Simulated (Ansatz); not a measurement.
**ZrO2: uniaxial stress, 2 GPa tension along z**

Consider ZrO2 (space group P4_2/nmc, No. 137; a = 3.584 Å, c = 5.177 Å). Axes: x, y, z lie along a, b, c of the conventional cell.

It is then changed as follows: uniaxial stress, 2 GPa tension along z; all other stress components relax to zero.

Calculations: PBEsol (Ansatz, a program for electronic structure, PAW, no spin-orbit coupling). Settings: 9×9×7 k-points, 0.05 eV Fermi–Dirac smearing.

* **Volume per atom**: 11.15 Å³ (base 11.09 Å³)
* **Space group**: P4_2/nmc (No. 137) (base P4_2/nmc (No. 137))
* **Energy relative to the base (free energy F)**: +0.5 meV/atom
* **Band gap**: 4.05 eV (base 4.00 eV)
* **Gap character**: indirect, Z → Γ (base indirect, M–Γ (56 % along) → Γ)
* **Smallest direct gap**: 4.13 eV (base 4.12 eV)
* **Width of the top valence band**: 0.90 eV (base 0.92 eV)
* **Electron mass**: 2.2 mₑ along z, 0.58 mₑ across (at Γ) (base 2.1 mₑ along c, 0.57 mₑ across (at Γ))
* **Strain response (xx, yy, zz)**: (−0.08, −0.08, +0.71) %
* **Secant Young's modulus along z**: 280 GPa
* **Mean lateral Poisson ratio**: 0.11

Masses are band curvatures over ±0.01 Å⁻¹ around the edge. Beyond what the load breaks, stability against distortions was not tested. This is not the structure that ZrO2 has at room temperature and ambient pressure.
